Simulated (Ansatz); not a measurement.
## hcp Zr (0 0 1) on 3C silicon carbide (1 1 1) (film strained to the substrate, started from cuts of the bulks and a machine-learned relaxation; slabs C6Si6 and Zr4, which can lie off the formulas)

A periodic stack without vacuum, hcp Zr (0 0 1) on 3C silicon carbide (1 1 1) (film strained to the substrate, started from cuts of the bulks and a machine-learned relaxation; slabs C6Si6 and Zr4, which can lie off the formulas): substrate slab C6Si6, film Zr4, surface cells [[0, -1], [1, -1]] and [[0, 1], [-1, 0]], film strained by -4.2 and -4.2 %, outermost planes Si/C and Zr/Zr as cut, which need not be the usual terminations and can put a slab off its formula.

The start was prepared with a machine-learned potential, and the result is one local minimum, with the in-plane cell held and forces under 0.04 eV/Å; the film can end far from its bulk form.

Level of theory: PBE (plane waves to 420 eV, PAW; Ansatz, a quantum-chemistry and plane-wave program). No spin–orbit coupling; the runs are not spin-polarised; PBE gaps are too small against experiment. Its k-point mesh 12×12×1, Fermi–Dirac width 0.05 eV.

| Quantity | Value |
|---|---|
| interface area | 8.3 Å² |
| period | 25.32 Å |
| heights between the nearest atoms of the two slabs at the two interfaces | 1.75 and 2.16 Å |
| Si–Zr contacts across the interfaces within 1.22 times the sum of covalent radii | 6, mean 2.90 Å |
| C–Zr contacts across the interfaces within 1.22 times the sum of covalent radii | 4, mean 2.57 Å |
| estimate of the barrier | withheld, since the two interfaces are unlike |

```
CELL_PARAMETERS angstrom
      3.09710     0.00004    -0.03127
      1.54864     2.68207     0.03093
      0.25857     1.33797    25.34111
ATOMIC_POSITIONS crystal
  C  0.82666 0.04997 0.06913
  C  0.19289 0.31752 0.16858
  C  0.55930 0.58462 0.26852
  C  0.92571 0.85168 0.36841
  C  0.29214 0.11867 0.46815
  C  0.65852 0.38572 0.56857
  Si 0.48506 0.73321 0.04415
  Si 0.85134 0.00062 0.14381
  Si 0.21773 0.26777 0.24356
  Si 0.58411 0.53487 0.34342
  Si 0.95057 0.80182 0.44328
  Si 0.31674 0.06927 0.54303
  Zr 0.01446 0.67344 0.63750
  Zr 0.71284 0.27271 0.74372
  Zr 0.09024 0.52577 0.85207
  Zr 0.79015 0.12322 0.95880
```
